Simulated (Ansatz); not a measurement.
**A series of runs on KLaZrNbO6 (F-43m, 10 atoms in the cell)**

```yaml
crystal:
  lattice:
    - [0.00000, 4.13103, 4.13103]
    - [4.13103, 0.00000, 4.13103]
    - [4.13103, 4.13103, 0.00000]
  atoms:
    - { symbol: K, position: [0.25000, 0.25000, 0.25000] }
    - { symbol: La, position: [0.75000, 0.75000, 0.75000] }
    - { symbol: Zr, position: [0.50000, 0.50000, 0.50000] }
    - { symbol: Nb, position: [0.00000, 0.00000, 0.00000] }
    - { symbol: O, position: [0.75448, 0.24552, 0.24552] }
    - { symbol: O, position: [0.75448, 0.24552, 0.75448] }
    - { symbol: O, position: [0.24552, 0.75448, 0.75448] }
    - { symbol: O, position: [0.24552, 0.75448, 0.24552] }
    - { symbol: O, position: [0.75448, 0.75448, 0.24552] }
    - { symbol: O, position: [0.24552, 0.24552, 0.75448] }
```

Base run A: LDA (PW92), default PAW files made with PBE in Ansatz (a program for electronic structure), self-consistent single point.

Its settings: basis.ecutwfc = 420 eV; kpoints.mp_grid.grid = 5 5 5; hamiltonian.xc = lda; hamiltonian.pseudopotentials = {kind: paw} (the program's default PAW files); scf.occupations.method = cold; scf.occupations.width = 0.05 eV.

The starting cell comes from a database of computed structures (which also holds hypothetical and non-ambient phases and stackings), without a prior relaxation at this level. Spin polarisation is off; with an odd number of electrons in the cell that forces a metal, and a magnetic state may lie lower. In the base run, with a pressure of about -12 GPa the cell is away from its equilibrium volume at this level. Ansatz's pressure includes its estimate of the finite-basis (Pulay) stress.

ΔF is the free energy per atom less that of run A. 

Run A gave: pressure (GPa) -12.46; largest force (eV/Å) 0.206; iterations 8.

Runs:
- B: scf.mixing.algorithm, scf.mixing.ndim = anderson, default
- C: scf.mixing.algorithm, scf.mixing.ndim = anderson, 2
- D: scf.mixing.algorithm, scf.mixing.ndim = broyden, default
- E: scf.mixing.algorithm, scf.mixing.ndim = broyden, 20
- F: scf.mixing.algorithm, scf.mixing.ndim = msr1, default
- G: scf.mixing.algorithm, scf.mixing.ndim = msr1, 4

Q: Which runs reach the base run's state, and which is quickest in iterations?

A: Runs B, C, D, E, F, G reached the same state as A (within 1 meV/atom). The fewest iterations to that state were 8 (A, E); the most were 13.

```tsv
run	ΔF (meV/atom)	pressure (GPa)	largest force (eV/Å)	iterations
A	0.00	-12.46	0.206	8
B	0.00	-12.46	0.206	9
C	0.00	-12.46	0.206	13
D	0.00	-12.46	0.206	9
E	0.00	-12.46	0.206	8
F	0.00	-12.46	0.206	9
G	0.00	-12.46	0.206	10
```

Keys are those of Ansatz 0.2.
